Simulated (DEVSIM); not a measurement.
Structure: Ni/Si3N4/p-Si capacitor, at 300 K.

Layer 1 from the left is Si3N4, thickness (nm) 2.30. Layer 2 from the left is Si, thickness (nm) 4500, Na (cm⁻³) 1.6e16.

Metal gate on the left, work function 5.1 eV. Fixed charge at the semiconductor interface -2.1e11 cm⁻² (in units of +e); interface traps 1.1e12 cm⁻² eV⁻¹, uniform in energy, neutral level at 0.3 of the gap above the valence band.

The device is made up for the run: typed textbook-type constants, with dimensions and the other settings drawn at random. Values at 300 K.

Si3N4: gap (eV) 5.1, affinity (eV) 2.1, permittivity 7.5. Si: gap (eV) 1.124, affinity (eV) 4.05, permittivity 11.7, Nc (cm⁻³) 2.86e19, Nv (cm⁻³) 3.1e19.

Model (solved in DEVSIM): 1D Poisson equation in equilibrium, Boltzmann statistics, complete ionisation; no quantum confinement or tunnelling. Metal contacts follow the ideal Schottky-Mott rule: no Fermi-level pinning, no interface dipoles.

### Question
What does the simulation give for the threshold voltage (band bending 2φF), the flat-band voltage?

### Answer
threshold voltage (band bending 2φF) 0.93 V; flat-band voltage 0.12 V.
